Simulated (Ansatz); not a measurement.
Start from BeS in the zinc blende structure (space group F-43m, No. 216; a = 4.876 Å). Axes: x, y, z lie along the cube axes.

All numbers come from PBE/PAW in Ansatz (a program for electronic structure), no SOC.

Now apply this change: the cell is scaled by 1.0141 in all directions; the atoms relax in the strained cell.

Question: Predict the stress tensor and what it implies for the stiffness.

Answer: Stress of the strained cell less that of the base (GPa, compression positive):
```
  -3.61    0.00    0.00
   0.00   -3.61    0.00
   0.00    0.00   -3.61
```

Then B = −ΔP/(ΔV/V₀) with ΔV/V₀ = 0.0429 gives secant stiffness values (nonlinear terms included at this strain): B ≈ 84 GPa.

As a check, the harmonic strain energy −½ V₀ Δσ:ε is 6.9 meV/atom; the computed energy rise is 7.2 meV/atom.

Stability against distortions was not tested.
